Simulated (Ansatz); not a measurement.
# Co on the Ru site (Co_Ru) (hcp Ru host)

Computed with PBE, PAW (plane waves to 420 eV; Ansatz, an electronic-structure program). Set-up: 48-site cell; 4×4×4 shifted k-points; start: the Ru site; no Hubbard U; not converged in cell size; the relaxation kept the symmetry of the starting site; flagged in the runs: a host that isn't quite at rest in this cell.

Neighbours after relaxation, in Å: of the Co atom: Ru 2.64, Ru 2.64, Ru 2.64, Ru 2.64, Ru 2.64, Ru 2.64, Ru 2.70, Ru 2.70 (the shell may go on).

Formation energies E_f are those of the neutral cell. Chemical conditions: host crystal and elements as references (Δμ(Ru) = 0.00 eV, Δμ(Co) = 0.00 eV; Co taken from its element, since no compound that bounds it was computed at this level; only phases computed here count, gases as isolated molecules at 0 K). Reference phases: Co: hcp Co, ferromagnetic, Ru: hcp Ru.

```
charge  moment (μB)  largest move off a lattice site (Å)  E_f, host crystal and elements as references (eV)
------  -----------  -----------------------------------  -------------------------------------------------
0               0.0                                 0.03                                               0.35
```

Starting moments that weren't kept: charge 0 began with 2 μB and ended with 0.0.

Flagged in the runs: a host that isn't quite at rest in this cell.

All states together cost very roughly 6 core-hours.
